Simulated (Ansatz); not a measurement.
Structure of amorphous Hf18O36C (periodic cell):

```
CELL_PARAMETERS angstrom
      8.83702     0.22289     0.15759
      0.22289     8.53588    -0.04401
      0.15759    -0.04401     8.68020
ATOMIC_POSITIONS crystal
  Hf 0.50228 0.73220 0.46032
  Hf 0.21363 0.38020 0.46783
  Hf 0.98686 0.43773 0.85979
  Hf 0.08263 0.18854 0.13655
  Hf 0.31696 0.69551 0.81697
  Hf 0.54171 0.38893 0.70709
  Hf 0.20176 0.97785 0.42770
  Hf 0.68457 0.16667 0.97962
  Hf 0.80053 0.51398 0.26656
  Hf 0.79572 0.89369 0.26441
  Hf 0.45135 0.90121 0.12647
  Hf 0.45242 0.48867 0.13596
  Hf 0.31312 0.09791 0.77448
  Hf 0.85400 0.20253 0.57998
  Hf 0.98235 0.68983 0.56150
  Hf 0.12931 0.66136 0.18516
  Hf 0.89524 0.86503 0.89073
  Hf 0.56486 0.21254 0.36460
  O  0.93909 0.38703 0.09442
  O  0.50735 0.63152 0.66821
  O  0.30514 0.75424 0.34360
  O  0.87879 0.65273 0.77754
  O  0.61504 0.18702 0.58924
  O  0.12941 0.88927 0.81675
  O  0.23177 0.00042 0.17813
  O  0.44751 0.49243 0.90676
  O  0.76149 0.71790 0.43681
  O  0.80244 0.05243 0.78874
  O  0.14804 0.22787 0.91164
  O  0.02399 0.54066 0.36616
  O  0.06615 0.06033 0.62617
  O  0.45294 0.44741 0.40744
  O  0.59237 0.65563 0.21779
  O  0.19164 0.60198 0.62244
  O  0.50051 0.19453 0.85761
  O  0.90315 0.70939 0.12392
  O  0.01142 0.36912 0.63473
  O  0.12742 0.59661 0.94157
  O  0.06906 0.21000 0.37416
  O  0.56237 0.93461 0.34253
  O  0.01586 0.84940 0.35747
  O  0.50194 0.13914 0.14037
  O  0.75594 0.39546 0.45785
  O  0.65835 0.35696 0.15957
  O  0.76003 0.34977 0.81931
  O  0.40698 0.90944 0.89358
  O  0.33609 0.70085 0.06901
  O  0.36112 0.91131 0.59758
  O  0.23979 0.43170 0.20569
  O  0.79460 0.10105 0.37077
  O  0.32555 0.31518 0.66817
  O  0.34389 0.16770 0.41575
  O  0.92023 0.04382 0.08129
  O  0.68312 0.91524 0.03950
  C  0.05295 0.90336 0.67268
```

Methods: PBE, scalar-relativistic without spin-orbit coupling (Ansatz, a quantum-chemistry and plane-wave program); r2SCAN, scalar-relativistic without spin-orbit coupling (Ansatz); HSE06, scalar-relativistic without spin-orbit coupling (Ansatz). Neutral PBE cell, which sets geometry, pressure and energy: sampling: a 2×2×2 Γ-centred mesh; Fermi-Dirac width 0.02 eV; no spin polarisation. Exact exchange is cut at the faces of this 9 Å cell, which leaves hybrid gaps a finite-size error.

It comes from a melt-quench run on a machine-learned potential (CHGNet), relaxed afterwards by DFT. O atoms were pushed apart under 1.9 Å during the dynamics, to hinder bonds among them. The hot cell started wider than the set density and was brought back towards it in steps. It is the lowest in DFT energy of 2 quenches. It is a model cell: composition and starting density were chosen by hand, and all elements were melted together. No dispersion term was used. Its density started from a set value of 8.91 and ended at 9.65 g/cm³. Cooling (nominally 300 K/ps over its main leg) ran many orders faster than in experiment, which tends to leave more defects and strain. A cell of this size samples the disorder only roughly. Volume and shape were free in the relaxation.

Question: Give the pressure, the energy against reference phases and the spacing of the highest filled and lowest empty levels.

Answer: 
```yaml
Pressure on a 2×2×2 Γ-centred mesh: 0.9 kbar
Largest force and stress component on that mesh (the relaxation ran on the zone centre alone): 0.16 eV/Å and 0.2 GPa
Energy relative to monoclinic HfO2 + graphite (lowest mix at this level among the phases computed, not always the ambient ones): 0.258 eV/atom
Level gap on a 2×2×2 Γ-centred mesh (PBE): 1.99 eV
Level gap at the zone centre (PBE): 2.14 eV
Level gap at the zone centre (r2SCAN): 2.42 eV
Level gap at the zone centre (HSE06): 3.22 eV
Distance between the nearest levels spread over more than a fifth of the atoms or a third of the atoms of their main element (six at least) (PBE, zone centre): 4.02 eV
```

Question: At PBE and the zone centre, how localised are the states just below and above the Fermi level (participation number: the atoms over which a state spreads)?

Answer: The highest filled state is spread over 5.6 atoms' worth, largest on C55, with weights by element (charge in smoothed Voronoi cells) C 0.38, O 0.36, Hf 0.25. The lowest empty state is spread over 21.7 atoms' worth, largest on Hf12, with weights by element (charge in smoothed Voronoi cells) Hf 0.62, O 0.38, C 0.01.

At PBE the levels at the filled edge of the gap are localised (band-tail or defect states), and the nearest spread-out levels lie 4.0 eV apart at the zone centre.

Neighbours within Hf-Hf 3.34 Å, Hf-O 2.90 Å, Hf-C 2.51 Å, O-O 1.58 Å, O-C 1.70 Å, C-C 1.78 Å count as bonded. Two cations that share two anions don't count as bonded, nor two that share one unless they lie closer than Hf-Hf 3.25 Å, Hf-C 2.44 Å, C-C 1.63 Å.

Added carriers, by Ansatz with PBE, scalar-relativistic without spin-orbit coupling on the zone centre alone. Charged cells keep the cell fixed and stand in a uniform background, with no image correction, at a width of 0.01 eV; where the count is odd the moment is locked at 1 μB, unless the neutral cell bore moments. Each starts from the undistorted neutral geometry alone. PBE's self-interaction favours spread-out carriers, so it can miss traps that a hybrid finds.

Question: What happens at PBE when the cell takes an extra electron and the atoms relax?

Answer: Relaxation lowers the charged cell by 0.36 eV. The largest moves are O50 0.33 Å, O42 0.18 Å, Hf18 0.16 Å, Hf14 0.14 Å. The level that holds the added charge spreads over 10.7 atoms' worth, most on Hf8 (weight 0.17): a partly localised carrier. No bond crosses its cut-off with a change of over 0.15 Å (metal-metal contacts aside). Made neutral again at that geometry, the cell lies +0.73 eV from the neutral start.

Question: What happens at PBE when the cell takes a hole and the atoms relax?

Answer: Relaxation lowers the charged cell by 0.68 eV. The largest moves are Hf17 0.18 Å, Hf7 0.11 Å, O28 0.10 Å, O24 0.09 Å. The level that was emptied spreads over 6.2 atoms' worth, most on C55 (weight 0.36): a partly localised carrier. No bond crosses its cut-off with a change of over 0.15 Å (metal-metal contacts aside). Made neutral again at that geometry, the cell lies +0.62 eV from the neutral start.
